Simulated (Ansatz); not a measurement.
System: single layer of MoSe₂ (symmetry P-6m2 as a slab, 3 atoms a cell), relaxed.

Input:

```
MoSe2
1.0
    1.65983    -2.87490     0.00000
    1.65983     2.87490     0.00000
    0.00000     0.00000    23.31000
Mo Se
1 2
Direct
  0.00000   0.00000   0.50000
  0.66667   0.33333   0.42839
  0.66667   0.33333   0.57161
```

An s-wave tip is assumed.

Mesh 18×18×1, no spin-orbit coupling, no spin polarisation; biases count from the run's Fermi level.

Q: Give the constant-current image of the upper face at a sample bias of -1.7 V from a Fermi level inside the gap (filled states down to 1.0 eV under the valence edge) over one cell, by Ansatz (a first-principles code) with PBE, Tersoff-Hamann images. The set point is the mean density 3.5 Å over the top atom.

A: Corrugation 0.20 Å, highest over Se3 and the sites alike, lowest over Mo1 and the sites alike. Tip height over the top atom in Å, x and y in fractions of the first two vectors:

```
|012345543210|
|122334332211|
|333333333333|
|543333345555|
|654334566776|
|653335678887|
|643346789987|
|532356899986|
|322357899875|
|111357888753|
|001356776531|
|001356665310|
```
Scale: ten equal steps from 3.40 (start of '0') to 3.60 (end of '9'), in the order '0123456789'; x runs from 0.000 to 0.917, y from 0.000 (bottom) to 0.917 (top).
